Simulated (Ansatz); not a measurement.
Structures of equal composition on the (110) surface of bcc Mo: a layer of Rh in place of the second plane; a layer of Rh in place of the third plane. The slabs share one bottom face, and each structure is named by its start. These are constructed structures in small cells; real faces may alloy, dewet or reconstruct in larger ones, and not all known structures of the face are among them. Slabs of about 11 Å, Fermi-Dirac smearing of 0.1 eV. Bottom of the slabs: a bare face, its two planes held. Relaxed from the named starts with such symmetry as they have, on meshes of like density; energies extrapolated to zero smearing; spin only where a row says so; no spin-orbit coupling, no U. Brackets mark spin-polarised runs, whose order is one that fits the cell.

Level of theory: PBE (plane waves to 420 eV, PAW; Ansatz, a program for electronic structure).

Put the candidates in order of energy per 1x1 cell, lowest first, for PBE.

a layer of Rh in place of the third plane (0.000 eV), a layer of Rh in place of the second plane (0.179 eV)
